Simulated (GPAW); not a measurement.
A working GPAW input for InCu2 (P6_3/mmc, 6 atoms in the cell) (DFT PBEsol, plane waves, GPAW PAW datasets PBEsol (made by gpaw-setup)):

```python
from ase import Atoms
from ase.units import GPa
from gpaw import GPAW

atoms = Atoms(['Cu', 'Cu', 'Cu', 'Cu', 'In', 'In'],
              cell=[[4.254792, 0.000000, 0.000000],
                    [-2.127396, 3.684758, 0.000000],
                    [0.000000, 0.000000, 5.184658]],
              scaled_positions=[[0.333333, 0.666667, 0.250000],
                                [0.666667, 0.333333, 0.750000],
                                [0.000000, 0.000000, 0.000000],
                                [0.000000, 0.000000, 0.500000],
                                [0.333333, 0.666667, 0.750000],
                                [0.666667, 0.333333, 0.250000]],
              pbc=True)

calc = GPAW(mode={'name': 'pw', 'ecut': 800},
            xc='PBEsol',
            kpts=(7, 7, 5),
            occupations={'name': 'methfessel-paxton', 'width': 0.272, 'order': 1},
            nbands=-14,
            convergence={'forces': 0.001},
            symmetry={'symmorphic': False, 'tolerance': 0.0005},
            maxiter=150,
            txt='-')

atoms.calc = calc

energy = atoms.get_potential_energy()
print('Energy (eV):', round(energy, 6))
forces = atoms.get_forces()
print('Forces (eV/Ang):')
print(forces.round(5))
stress = atoms.get_stress()
print('Stress (GPa, Voigt):', (stress / GPa).round(4))
```

The run converged in 21 iterations: free energy E − TS (from the program's reference atoms) -22.9438 eV; Fermi level (on the code's own zero) 10.20 eV; pressure 11.45 GPa. Each of these slips is then made, one at a time:

(1)
```diff
-            occupations={'name': 'methfessel-paxton', 'width': 0.272, 'order': 1},
+            occupations={'name': 'fermi_dirac', 'width': 0.272},
```

(2)
```diff
-            kpts=(7, 7, 5),
```

(3)
```diff
-atoms = Atoms(['Cu', 'Cu', 'Cu', 'Cu', 'In', 'In'],
+atoms = Atoms(['Cu', 'Cu', 'Cu', 'Cu', 'In', 'In', 'In'],
-                                [0.666667, 0.333333, 0.250000]],
+                                [0.666667, 0.333333, 0.250000],
+                                [0.675272, 0.440898, 0.295625]],
-            nbands=-14,
+            nbands=-15,
```

Q: Predict the outcome of each change.

A: 
(1) A keyword that the program does not know. The program stopped before any SCF iteration, with the message: ValueError: Unknown occupation number object name: fermi_dirac.

(2) A single k-point for a small metallic cell. The run converged in 30 iterations without an error; against the sound input the free energy goes up by 2.45 eV/atom and the pressure goes from 11.45 to 34.34 GPa.

(3) One atom entered twice. The program stopped with an error, with the message: ValueError: Too few plane waves or grid points.

The starting cell comes from a database of published, mostly measured structures (it also holds non-ambient and calculated ones), without a prior relaxation at this level. Its lattice was rescaled by a random factor within 2.5 % of one. Spin polarisation is off. In the base run, with a pressure of about 11 GPa the cell is away from its equilibrium volume at this level.

Left out of this page: 4 runs of the series outside the window shown, repeating another row's setting, or not comparable.
